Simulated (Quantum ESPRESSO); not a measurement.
**Habitual settings against a tight run: Cu3Rh (P6_3/mmc, 8 atoms in the cell)**

Self-consistent single point.

```yaml
crystal:
  lattice:
    - [5.28449, 0.00000, 0.00000]
    - [-2.64224, 4.57650, 0.00000]
    - [0.00000, 0.00000, 4.27046]
  atoms:
    - { symbol: Cu, position: [0.32784, 0.16392, 0.75000] }
    - { symbol: Cu, position: [0.67216, 0.83608, 0.25000] }
    - { symbol: Cu, position: [0.16392, 0.32784, 0.25000] }
    - { symbol: Cu, position: [0.83608, 0.67216, 0.75000] }
    - { symbol: Cu, position: [0.83608, 0.16392, 0.75000] }
    - { symbol: Cu, position: [0.16392, 0.83608, 0.25000] }
    - { symbol: Rh, position: [0.66667, 0.33333, 0.25000] }
    - { symbol: Rh, position: [0.33333, 0.66667, 0.75000] }
```

Method of the run: PBEsol, GBRV 1.5 ultrasoft (PBESOL) pseudopotentials (plane waves; Quantum ESPRESSO).

Base settings: ecutwfc = 50 Ry; ecutrho = 400 Ry; occupations = smearing; smearing = gaussian; degauss = 0.0073499 Ry; potentials = {Cu: cu_pbesol_v1.2.uspp.F.UPF, Rh: rh_pbesol_v1.4.uspp.F.UPF}; K_POINTS = automatic 6 6 6 0 0 0; conv_thr = 1e-10 Ry; mixing_beta = 0.7.

Tight run (finer mesh or higher cutoff; not a proven limit): ecutwfc: 50 Ry → 70 Ry; ecutrho: 400 Ry → 560 Ry; conv_thr: 1e-10 Ry → 7.3e-11 Ry; K_POINTS: automatic 6 6 6 0 0 0 → automatic 9 9 9 0 0 0. It gave Fermi level (on the code's own zero) 15.91 eV; pressure -11.96 GPa; largest force (vector length) 0.107 eV/Å.

Quick runs, as changes from the base:
- A: the base itself
- B: ecutwfc: 50 Ry → 25 Ry; ecutrho: 400 Ry → 200 Ry; smearing: gaussian → fermi-dirac; degauss: 0.0073499 Ry → 0.036749 Ry; conv_thr: 1e-10 Ry → 7.3e-05 Ry; K_POINTS: automatic 6 6 6 0 0 0 → automatic 8 8 8 0 0 0
- C: ecutwfc: 50 Ry → 35 Ry; ecutrho: 400 Ry → 280 Ry; smearing: gaussian → fermi-dirac; degauss: 0.0073499 Ry → 0.0099958 Ry; conv_thr: 1e-10 Ry → 7.3e-05 Ry; pseudopotentials: {Cu: cu_pbesol_v1.2.uspp.F.UPF, Rh: rh_pbesol_v1.4.uspp.F.UPF} → {Cu: cu_lda_v1.2.uspp.F.UPF, Rh: rh_lda_v1.4.uspp.F.UPF}; K_POINTS: automatic 6 6 6 0 0 0 → automatic 4 4 4 0 0 0 [LDA (PZ)]
- D: ecutwfc: 50 Ry → 30 Ry; ecutrho: 400 Ry → 240 Ry; conv_thr: 1e-10 Ry → 7.3e-06 Ry
- E: ecutwfc: 50 Ry → 30 Ry; ecutrho: 400 Ry → 240 Ry; smearing: gaussian → methfessel-paxton; degauss: 0.0073499 Ry → 0.0147 Ry; conv_thr: 1e-10 Ry → 7.3e-05 Ry; pseudopotentials: {Cu: cu_pbesol_v1.2.uspp.F.UPF, Rh: rh_pbesol_v1.4.uspp.F.UPF} → {Cu: cu_lda_v1.2.uspp.F.UPF, Rh: rh_lda_v1.4.uspp.F.UPF}; K_POINTS: automatic 6 6 6 0 0 0 → automatic 3 3 3 0 0 0 [LDA (PZ)]

Energies are extrapolated to zero smearing width, which holds to low order in the width alone (under cold and Methfessel-Paxton smearing the free energy itself is taken).

Dashes: energy of C, E, another energy zero.

† marks runs with another functional, U, potentials or spin treatment: their distance from the tight run is not a convergence error alone.

The count of work is k-points × plane waves × bands × iterations; it is no time. Core times come from one kind of shared machine and are given to one figure; runs under 30 s give none.

The starting cell comes from a database of computed structures (which also holds hypothetical and non-ambient phases and stackings), without a prior relaxation at this level. Its lattice was rescaled by a random factor within 2.5 % of one. Spin polarisation is off. In the base run, with a pressure of about -13 GPa the cell is away from its equilibrium volume at this level.

| run | energy less tight (meV/atom) | largest miss in a force vector (eV/Å) | count of work / tight | core time / tight (rough) |
|---|---|---|---|---|
| A | 14.2 | 0.006 | 0.27 | 0.3 |
| B | 6898.4 | 0.141 | 0.13 | 0.1 |
| C† | – | 0.007 | 0.047 | 0.05 |
| D | 1025.4 | 0.049 | 0.13 | 0.1 |
| E† | – | 0.103 | 0.027 | 0.04 |

Among the runs at the tight run's level, the energy misses run from 14.2 to 6898.4 meV/atom.

Left out of this page: 1 run of the series unsound by tests on forces, stress, charge or solver warnings.
